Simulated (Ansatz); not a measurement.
# Cu3N under a change: x(Ga) = 0.167, 8 atoms, P4/mmm

Consider Cu₃N (space group Pm-3m, No. 221; a = 3.7649 Å).

The other end (x = 1) is Ga$_{3}$N (space group Pm-3m, No. 221; a hypothetical phase, not in the database extracts checked): 19.65 Å³/atom, gap zero; this end may not be an ambient phase.

The change: a fraction x = 0.167 of the Cu sites is given to Ga, ordered in a cell of 8 atoms (starting symmetry P4/mmm) and fully relaxed.

Level of theory: PBEsol in Ansatz (plane waves to 420 eV, PAW, spin-orbit coupling left out). k-mesh 9×9×12 (Γ-centred); smearing 0.05 eV (Fermi–Dirac), for the changed cell.

| quantity | base | changed | shift |
|---|---|---|---|
| volume per atom | 13.34 Å³ | 14.28 Å³ | +0.94 Å³ |
| shortest interatomic distance | 1.882 Å | 1.852 Å | -0.0308 Å |
| band gap | zero | zero | – |
| mixing energy (to 0.01 eV only: unlike meshes or grids) (against an end that may be hypothetical) | – | +0.07 eV/atom | – |
| deviation of the volume from the linear (Vegard-type) interpolation | – | -0.8 % | – |
| mean first-shell distances | – | Cu–N 1.908 Å (end compound 1.882 Å), Ga–N 2.023 Å (end compound 2.142 Å) | – |

Each cell is one ordered arrangement of few atoms, which overstates ordering effects compared with a random alloy. No phonon test of stability was made. All final runs are without spin polarisation. Gaps under 0.05 eV, about the width of the smearing, are given as zero. The zero or small gap of Cu3N can change with the level of theory.

Ansatz is a program for electronic structure.
